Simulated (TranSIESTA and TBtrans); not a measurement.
# junction of a Si chain and a Sn chain

System: junction of a Si chain and a Sn chain. Leads: Si chain (spacing 2.25 Å) on the left, Sn chain (2.75 Å) on the right. Geometry: as built, not relaxed.

Computed with TranSIESTA and TBtrans, PBE, DZP numerical orbitals (energy shift 0.15 eV), PseudoDojo norm-conserving scalar-relativistic potentials, mesh cutoff 200 Ry, 300 K, no spin polarisation, no spin-orbit coupling; self-consistent non-equilibrium Green functions.

* **Conductance at 300 K (G0 = 2e²/h)**: 2.92
* **Mean T from −0.5 to 0.5 eV**: 2.91

Energies count from the leads' Fermi level. Transmissions are for one spin of a degenerate pair. The energy step is 0.02 eV; narrower resonances are cut or missed.

| E (eV) | T | lead channels |
|---|---|---|
| -1.80 | 0 | 0 |
| -1.50 | 0 | 0 |
| -1.20 | 0.51 | 1 |
| -0.90 | 0.78 | 1 |
| -0.60 | 2.75 | 3 |
| -0.30 | 2.89 | 3 |
| 0.00 | 2.92 | 3 |
| 0.30 | 2.94 | 3 |
| 0.60 | 2.96 | 3 |
| 0.90 | 2.97 | 3 |
| 1.20 | 2.97 | 3 |
| 1.50 | 2.97 | 3 |
| 1.80 | 2.96 | 3 |

The straight chain is held at its spacing; free chains may zigzag or dimerise. No spin-polarised start was tried, so a magnetic state, if there is one, is missed.
